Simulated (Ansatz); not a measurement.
Take Li (space group R-3m, No. 166; relaxed with 0.1 eV smearing) as the base.

```
Li
1.0
    1.52786     0.88211     7.50328
   -1.52786     0.88211     7.50328
    0.00000    -1.76422     7.50328
Li
3
Direct
  0.77776   0.77776   0.77776
  0.22224   0.22224   0.22224
  0.00000   0.00000   0.00000
```

Cartesian axes are those of the cell as printed.

Method: PBEsol in Ansatz (plane waves to 420 eV, PAW, scalar-relativistic without spin-orbit coupling).

Before the change:

The pressure comes out as 0.0 GPa.

The change: compressive biaxial strain of 2.27 % in the plane normal to [001], as in epitaxy on a mismatched substrate; the out-of-plane cell vector and the atoms relax.

### Question
Estimate the effect on the ratio −ε⊥/ε∥ and pressure.

### Answer
The ratio −ε⊥/ε∥ amounts to 0.39; the pressure (mean of the normal stresses, compression positive) goes from zero to 0.5 GPa.

Whether these cells are dynamically stable was not tested. This is not the structure that Li has at room temperature and ambient pressure.

Ansatz is a quantum-chemistry and plane-wave program.
